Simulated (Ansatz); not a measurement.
# How far a parabola holds: energy against volume of cubic perovskite CsPbBr3 (cubic high-temperature phase)

We consider cubic perovskite CsPbBr3 (cubic high-temperature phase), described by PBEsol (Ansatz, an electronic-structure program, plane waves, PAW). Numerical settings: plane-wave cutoff 520 eV, 6×6×6 k mesh, Fermi–Dirac smearing 0.01 eV, scalar-relativistic PAW data made under PBE. The cell has no free parameter but its volume, all volumes share cutoff and mesh, and the runs aren't spin-polarised. Energies are free energies at the run's smearing, counted from the lowest row; static lattice.

| V (Å³/atom) | E (meV/atom) |
|---|---|
| 38.067 | ? |
| 38.877 | 4.71 |
| 39.687 | 1.13 |
| 40.497 | 0.00 |
| 41.307 | 1.05 |
| 42.117 | 4.04 |

Problem. Using a parabola, estimate the missing E at V = 38.067 from the other rows, showing the fit.

Solution. With u = V - 40.5, the rows have u = -1.6230, -0.8130, -0.0030, 0.8070, 1.6170. Least squares gives E = -0.003 - 0.1653·u + 1.6679·u². Residuals (row less fit): 0.051, -0.104, 0.002, 0.100, -0.051; standard error 0.114 (degrees of freedom: 2). The fitted curve has its minimum at V = 40.5, where E = -0.01. Its curvature is d²E/dV² = 2 × 1.6679 meV/Å⁶, so B = V0·d²E/dV² × 0.1602 = 21.7 GPa. At the withheld row, u = -2.4330, so E = -0.003 - 0.1653 × (-2.4330) + 1.6679 × (-2.4330)² = 10.272 meV/atom. The calculation gives 11.02 meV/atom, 0.748 meV/atom above the prediction (6.8 % of the range of E in the table). The row lies outside the fitted rows, so this is an extrapolation. From the scatter of the fitted rows alone, a prediction at this place has a standard error of 0.270 meV/atom, so the miss is 2.8 times that.

The residuals are curvature that a parabola lacks, not noise. A solid that stiffens under compression and softens on expansion lies above the parabola at the compressed end and under it at the expanded end, as this row does. A third-order Birch-Murnaghan fit to the whole scan has B0 = 21.5 GPa. Only scans are tabulated whose curvature falls smoothly with volume, and where the parabola meets the shown rows within 5 % of their range and misses the end by 0.1 meV or more.

Note: the relaxation could not lower the start's symmetry, so the cell can be a saddle point above a distorted one.

Spin–orbit coupling is not included; it can shift volumes and moduli of such heavy elements.
